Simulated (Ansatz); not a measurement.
Amorphous Al32O24N16, 72 atoms at 2.82 g/cm³, one PBE-relaxed geometry, zone centre. Methods: PBE, scalar-relativistic without spin-orbit coupling (Ansatz, an electronic-structure program); r2SCAN, scalar-relativistic without spin-orbit coupling (Ansatz). Plane waves to 420 eV (r2SCAN 500 eV). At PBE the levels at the filled edge of the gap are localised (band-tail or defect states), and the nearest spread-out levels lie 2.8 eV apart at the zone centre. All rungs ran without spin polarisation.

Preparation: random packing, a CHGNet melt and quench, and a DFT relaxation. O and N atoms were pushed apart under 1.9 Å during the dynamics, to hinder bonds among them. The hot cell started wider than the set density and was brought back towards it in steps. It is the lowest in DFT energy of 2 quenches. It is a model cell: composition and starting density were chosen by hand, and all elements were melted together. No dispersion term was used. Its density started from a set value of 2.82 and ended at 2.82 g/cm³. Cooling (nominally 590 K/ps over its main leg) ran many orders faster than in experiment, which tends to leave more defects and strain. Values belong to this one cell and scatter from quench to quench. The volume was held where the preparation left it and the shape relaxed, at a PBE pressure of -2.8 GPa (tension). Stress components on the final sampling reach 2.9 GPa.

The relaxation ran on the zone centre alone. At PBE the level gap is 2.10 eV on a 2×2×2 Γ-centred mesh, and the spacing at the zone centre alone 2.15 eV.

Q: What zone-centre spacing does r2SCAN give, roughly?

A: 2.64 eV (+0.49 eV against PBE).

The highest filled and the lowest empty state spread over these numbers of atoms (participation numbers): PBE: 4.0 and 59.2; r2SCAN: 4.0 and 58.0.
